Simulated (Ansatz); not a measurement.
# A computed series for HfO2: pressure series

Consider HfO2 (space group P4_2/nmc, No. 137; a = 3.605 Å, c = 5.265 Å).

Cell and atoms are relaxed at each pressure.

Method: PBE (Ansatz, a first-principles code), no spin-orbit coupling, earlier PAW set.

Candidates:
(a) pressure −1 GPa
(b) pressure 7.5 GPa
(c) pressure 3 GPa

Base values:

The c/a ratio is 1.461.

Task: Order them by c/a ratio, highest first.

Result: (a) pressure −1 GPa (1.463), (c) pressure 3 GPa (1.454), (b) pressure 7.5 GPa (1.446)

Load acts through the strain it causes; cell and atoms are relaxed under it. No phonon test of stability was made. No other phases were tried under pressure. This is not the structure that HfO2 has at room temperature and ambient pressure.
